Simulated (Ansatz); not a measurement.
Amorphous hafnium silicate (Hf14O35Si4), 53 atoms at 7.44 g/cm³, one PBE-relaxed geometry, zone centre. Methods: PBE, scalar-relativistic without spin-orbit coupling (Ansatz, a first-principles code); r2SCAN, scalar-relativistic without spin-orbit coupling (Ansatz); HSE06, scalar-relativistic without spin-orbit coupling (Ansatz). Plane waves to 420 eV (r2SCAN 500 eV); exact exchange is cut at the cell's faces. The usual formal charges leave 2 electrons over, so the level spacing at the Fermi energy parts defect or band states and needn't be the band gap. The higher rungs were started with moments on some atoms, which died out.

A CHGNet melt-quench gave the starting glass, which DFT then relaxed. O atoms were pushed apart under 1.9 Å during the dynamics, to hinder bonds among them. The hot cell started wider than the set density and was brought back towards it in steps. It is the lowest in DFT energy of 4 quenches. It is a model cell: composition and starting density were chosen by hand, and all elements were melted together. No dispersion term was used. Its density started from a set value of 7.44 and ended at 7.44 g/cm³. The simulated quench (nominally 300 K/ps over its main leg) is rapid and tends to freeze in more defects than a deposited or slowly cooled glass has. A cell of this size samples the disorder only roughly. The volume was held where the preparation left it, at a PBE pressure of 1.2 GPa. Stress components on the final sampling reach 2.7 GPa. On a 2×2×2 Γ-centred mesh force components of up to 0.43 eV/Å stay, since the relaxation ran on the zone centre alone.

The relaxation ran on the zone centre alone. At PBE the level spacing at the Fermi energy is 0.46 eV on a 2×2×2 Γ-centred mesh, and the spacing at the zone centre alone 0.99 eV.

Problem. What zone-centre spacing does r2SCAN give, roughly?

Solution. 1.09 eV (+0.10 eV against PBE).

Problem. What zone-centre spacing does HSE06 give, roughly?

Solution. 1.56 eV (+0.56 eV against PBE).

The highest filled and the lowest empty state spread over these numbers of atoms (participation numbers): PBE: 11.9 and 18.2; r2SCAN: 10.7 and 16.0; HSE06: 10.2 and 15.5.
